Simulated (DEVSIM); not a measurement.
Device: abrupt Si n-p junction, at 300 K.

| layer (left to right) | material | thickness (μm) | Nd (cm⁻³) | Na (cm⁻³) | τn (s) | τp (s) |
|---|---|---|---|---|---|---|
| 1 | Si | 8.00 | 1.8e18 | - | 7.5e-7 | 7.5e-7 |
| 2 | Si | 19.0 | - | 7.7e14 | 7.5e-7 | 7.5e-7 |

Left contact: ohmic. Right contact: ohmic. Voltage is applied to the left contact. Recombination: SRH at mid-gap. Mobility is μmin + (μ − μmin)/(1 + (N/Nref)^α).

Constants are typed, rounded textbook-type inputs, not results; the design itself was drawn at random and stands for no fabricated device. Values at 300 K.

```csv
parameter,Si
gap (eV),1.124
affinity (eV),4.05
permittivity,11.7
Nc (cm⁻³),2.86e19
Nv (cm⁻³),3.1e19
μn (cm²/Vs),1417
μp (cm²/Vs),470
"μn,min",52
"μp,min",45
"Nref,n",9.7e16
"Nref,p",2.2e17
αn,0.68
αp,0.72
```

DEVSIM, 1D drift-diffusion, Boltzmann statistics, complete ionisation; no tunnelling, impact ionisation, image-force lowering or self-heating.

The doping Nd of layer 1 was swept, all else fixed.

| doping Nd of layer 1 (cm^-3) | dark forward voltage at 100 A/cm² (V) | largest field in the device at zero bias (V/cm) | potential step across the device at zero bias (V) |
|---|---|---|---|
| 5.4e16 | 0.780 | 16000 | 0.688 |
| 1.8e17 | 0.758 | 25000 | 0.719 |
| 5.4e17 | 0.750 | 41000 | 0.747 |
| 1.8e18 | 0.748 | 74000 | 0.778 |
| 5.4e18 | 0.747 | 130000 | 0.807 |

From the first row to the last the dark forward voltage at 100 A/cm² goes from 0.780 to 0.747. From the first row to the last the largest field in the device at zero bias goes from 16000 to 130000.
